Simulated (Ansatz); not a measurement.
Input and output of a self-consistent single point for ScF₃ (R3, 4 atoms in the cell) (Ansatz, a program for electronic structure).

Level of theory: LDA (PW92), default PAW files made with PBE (plane waves; Ansatz).

```xyz
4
Lattice="2.8654 1.6543 2.3381 -2.8654 1.6543 2.3381 0.0000 -3.3087 2.3381" Properties=species:S:1:pos:R:3 pbc="T T T"
Sc     0.0000     0.0000     0.0500
F      1.4272    -2.4719     3.5072
F      1.4272     2.4719     3.5072
F     -2.8544     0.0000     3.5072
```

Reference input (self-consistent single point, DFT, LDA (PW92), plane waves, default PAW files made with PBE): basis.ecutwfc = 420 eV; kpoints.mp_grid.grid = 6 6 6; hamiltonian.xc = lda; hamiltonian.pseudopotentials = {kind: paw} (the program's default PAW files); scf.occupations.method = fixed. This run's input differs from it in these lines:

Ansatz 0.2 input:
```diff
@@ -15,3 +15,3 @@
   mp_grid:
-    grid: [6, 6, 6]
+    grid: [7, 7, 7]
 hamiltonian:
```

Output, abridged:

```
SCF iter   1: F=—  HF=-4477.767828 eV  |F-HF|=—  |Δ(HF+E_count)|=         —  Δρ=1.79e-2  dr2=1.54e-1  ethr=1.77e-3  ⟨swp⟩=3.5  Hψ=4951  notcnv=0  defer=69
all-band conjugate gradients solve this SCF's bands
preconditioner: auto → Resta (q_TF=auto, 2.415 Å⁻¹)
SCF iter   2: F=—  HF=-4477.729222 eV  |F-HF|=—  |Δ(HF+E_count)|=   3.86e-2  Δρ=6.04e-3  dr2=1.01e-2  ethr=4.81e-4  ⟨swp⟩=2.0  Hψ=2346  notcnv=0  defer=94
SCF iter   3: F=—  HF=-4477.726303 eV  |F-HF|=—  |Δ(HF+E_count)|=   2.92e-3  Δρ=1.88e-3  dr2=1.35e-3  ethr=3.15e-5  ⟨swp⟩=2.0  Hψ=1882  notcnv=0  defer=98
SCF iter   4: F=—  HF=-4477.725904 eV  |F-HF|=—  |Δ(HF+E_count)|=   4.00e-4  Δρ=3.12e-4  dr2=5.24e-5  ethr=4.23e-6  ⟨swp⟩=2.1  Hψ=2218  notcnv=0  defer=112
SCF iter   5: F=—  HF=-4477.725902 eV  |F-HF|=—  |Δ(HF+E_count)|=   1.62e-6  Δρ=4.10e-5  dr2=1.43e-6  ethr=1.64e-7  ⟨swp⟩=2.0  Hψ=1811  notcnv=0  defer=3
SCF iter   6: F=—  HF=-4477.725904 eV  |F-HF|=—  |Δ(HF+E_count)|=   1.94e-6  Δρ=1.32e-5  dr2=1.56e-7  ethr=3.13e-10  ⟨swp⟩=6.7  Hψ=5516  notcnv=0
SCF iter   7: F=-4477.725904 eV  HF=-4477.725904 eV  |F-HF|=2.27e-8  |Δ(HF+E_count)|=   1.72e-7  Δρ=2.99e-6  dr2=7.78e-9  ethr=3.13e-10  ⟨swp⟩=5.0  Hψ=4760  notcnv=0
SCF 1 converged in 7 iterations: F = -4477.725904 eV  dr2 = 7.78e-9
Free energy (F): -4477.725904 eV
Internal energy: -4477.725904 eV  (E = F + TS)
E sigma→0 (E₀):  -4477.725904 eV
Fermi energy:    -0.864084 eV
--- Forces (eV/Å), atoms counted from 1 ---
  atom   1  Sc     0.00000000     0.00000003    -0.35372490
  atom   2  F      0.11447777     0.04726311     0.11791606
  atom   3  F     -0.09816995     0.07550909     0.11791607
  atom   4  F     -0.01630783    -0.12277223     0.11791605
--- Stress (GPa, compression-positive) ---
       -5.376363       0.000000      -0.000000
       -0.000000      -5.376363       0.000000
       -0.000000       0.000000      -5.403355
  P = ⅓ Tr σ = -5.3854 GPa (-53.854 kbar)
  The stress holds the Pulay correction. Without it, at fixed plane waves, as pw.x and ABINIT print it: P = -6.1232 GPa
```

The run converged in 7 iterations. Against the reference run the free energy stays essentially unchanged (within 1 meV/atom), the pressure moves little (-5.38 to -5.39 GPa), the largest force stays at 0.354 eV/Å and the gap on the mesh goes from 6.089 to 6.119 eV.

The starting cell comes from a database of computed structures (which also holds hypothetical and non-ambient phases and stackings), without a prior relaxation at this level. Its lattice was rescaled by up to half a per cent. One atom was moved a little off its site on purpose. With a pressure of about -5 GPa the cell is away from its equilibrium volume at this level. Ansatz's pressure includes its estimate of the finite-basis (Pulay) stress. Without the estimate this run gives -6.12 GPa.
